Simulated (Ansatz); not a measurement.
SnO2 (model structure, started from the tetragonal ZrO2 type, P4₂/nmc, No. 137, 6 atoms in the cell), treated with PBEsol (Ansatz, a program for electronic structure, PAW).

Output (set-up and result lines):

```
Crystal: 6 atoms, lattice volume = 68.377 Å³
Basis set: ecut = 520 eV, 1821 PW (Γ), exchange–correlation on 54×54×90 points (8 copies of the dense FFT grid, shifted against one another)
Bands: 32, of which v1, the nominal top of the filled ones, is band 26 counted from 1 (25 counted from 0)
Symmetry: 16 space group operations
Space group: P42/nmc (ITA 137), of the structure as read, at distance tolerance 4.1e-5 Å
k-points: 105 of 800
Functional: x = pbesol(κ = 0.804, μ = 0.12345679012345678), c = pbesol(β = 0.046)
SCF iter   1: F=—  HF=-14142.274448 eV  |F-HF|=—  |Δ(HF+E_count)|=         —  Δρ=1.54e-2  dr2=1.24e-1
SCF iter   2: F=—  HF=-14142.239436 eV  |F-HF|=—  |Δ(HF+E_count)|=   3.50e-2  Δρ=2.79e-3  dr2=2.52e-3
  ...
SCF iter   7: F=—  HF=-14142.238795 eV  |F-HF|=—  |Δ(HF+E_count)|=   3.67e-8  Δρ=2.03e-6  dr2=2.77e-9
SCF iter   8: F=-14142.238795 eV  HF=-14142.238795 eV  |F-HF|=8.37e-11  |Δ(HF+E_count)|=   5.12e-9  Δρ=4.39e-7  dr2=9.83e-11
SCF 1 converged in 8 iterations: F = -14142.238795 eV  dr2 = 9.83e-11
SCF converged after 8 iterations
Free energy (F): -14142.238795 eV
Internal energy: -14142.238795 eV  (E = F + TS)
E sigma→0 (E₀):  -14142.238795 eV
Fermi energy:    10.599743 eV
--- Forces (eV/Å), atoms counted from 1 ---
  atom   1  Sn     0.00000000     0.00000000    -0.00000000
  atom   2  Sn     0.00000000     0.00000000    -0.00000000
  atom   3  O      0.00000000     0.00000000     0.00003303
  atom   4  O      0.00000000     0.00000000     0.00003303
  atom   5  O      0.00000000     0.00000000    -0.00003303
  atom   6  O     -0.00000000     0.00000000    -0.00003303
--- Stress (GPa, compression-positive) ---
        0.001121       0.000000       0.000000
        0.000000       0.001121       0.000000
        0.000000       0.000000       0.017485
  P = ⅓ Tr σ = 0.0066 GPa (0.066 kbar)
```

Q: Write an input file that could have produced this run (the log leaves some choices open).

A: This is not unique; one that fits is 
Ansatz 0.2 input:
```yaml
crystal:
  lattice:
    - [3.5576607275, 0.0, 0.0]
    - [0.0, 3.5576607275, 0.0]
    - [0.0, 0.0, 5.4022952956]
  atoms:
    - { symbol: Sn, position: [0.0, 0.0, 0.0] }
    - { symbol: Sn, position: [0.5, 0.5, 0.5] }
    - { symbol: O, position: [0.0, 0.5, 0.1820274844] }
    - { symbol: O, position: [0.0, 0.5, 0.6820274844] }
    - { symbol: O, position: [0.5, 0.0, 0.3179725156] }
    - { symbol: O, position: [0.5, 0.0, 0.8179725156] }
basis:
  ecutwfc: 520
  ecutrho_ratio: 4
  xc_grid: 2
kpoints:
  mp_grid: { grid: [10, 10, 8] }
  band_path:
    path:
      - [0.0, 0.0, 0.0]
      - [0.0, 0.0625, 0.0]
      - [0.0, 0.125, 0.0]
      - [0.0, 0.1875, 0.0]
      - [0.0, 0.25, 0.0]
      - [0.0, 0.3125, 0.0]
      - [0.0, 0.375, 0.0]
      - [0.0, 0.4375, 0.0]
      - [0.0, 0.5, 0.0]
      - [0.0625, 0.5, 0.0]
      - [0.125, 0.5, 0.0]
      - [0.1875, 0.5, 0.0]
      - [0.25, 0.5, 0.0]
      - [0.3125, 0.5, 0.0]
      - [0.375, 0.5, 0.0]
      - [0.4375, 0.5, 0.0]
      - [0.5, 0.5, 0.0]
      - [0.458333, 0.458333, 0.0]
      - [0.416667, 0.416667, 0.0]
      - [0.375, 0.375, 0.0]
      - [0.333333, 0.333333, 0.0]
      - [0.291667, 0.291667, 0.0]
      - [0.25, 0.25, 0.0]
      - [0.208333, 0.208333, 0.0]
      - [0.166667, 0.166667, 0.0]
      - [0.125, 0.125, 0.0]
      - [0.083333, 0.083333, 0.0]
      - [0.041667, 0.041667, 0.0]
      - [0.0, 0.0, 0.1]
      - [0.0, 0.0, 0.2]
      - [0.0, 0.0, 0.3]
      - [0.0, 0.0, 0.4]
      - [0.0, 0.0, 0.5]
      - [0.0, 0.0625, 0.5]
      - [0.0, 0.125, 0.5]
      - [0.0, 0.1875, 0.5]
      - [0.0, 0.25, 0.5]
      - [0.0, 0.3125, 0.5]
      - [0.0, 0.375, 0.5]
      - [0.0, 0.4375, 0.5]
      - [0.0, 0.5, 0.5]
      - [0.0625, 0.5, 0.5]
      - [0.125, 0.5, 0.5]
      - [0.1875, 0.5, 0.5]
      - [0.25, 0.5, 0.5]
      - [0.3125, 0.5, 0.5]
      - [0.375, 0.5, 0.5]
      - [0.4375, 0.5, 0.5]
      - [0.5, 0.5, 0.5]
      - [0.458333, 0.458333, 0.5]
      - [0.416667, 0.416667, 0.5]
      - [0.375, 0.375, 0.5]
      - [0.333333, 0.333333, 0.5]
      - [0.291667, 0.291667, 0.5]
      - [0.25, 0.25, 0.5]
      - [0.208333, 0.208333, 0.5]
      - [0.166667, 0.166667, 0.5]
      - [0.125, 0.125, 0.5]
      - [0.083333, 0.083333, 0.5]
      - [0.041667, 0.041667, 0.5]
      - [0.0, 0.5, 0.1]
      - [0.0, 0.5, 0.2]
      - [0.0, 0.5, 0.3]
      - [0.0, 0.5, 0.4]
      - [0.5, 0.5, 0.1]
      - [0.5, 0.5, 0.2]
      - [0.5, 0.5, 0.3]
      - [0.5, 0.5, 0.4]
    npoints: 1
hamiltonian:
  xc: pbesol
  dispersion: none
  pseudopotentials: { kind: paw }
scf:
  occupations: { method: fermi_dirac, width: 0.01 }
  convergence: { dr2_threshold: 0.0000000006 }
output:
  forces: true
  stress: true
  eigenvalues: true
  write_bands: true
```

The PAW data were made under PBE.

Note: the relaxation could raise the start's symmetry but not lower it, so the cell can be a saddle point.

A model structure was made by putting elements into a prototype or built by hand; it is no filed structure, need not be a known phase, and can be a saddle point held by its symmetry.
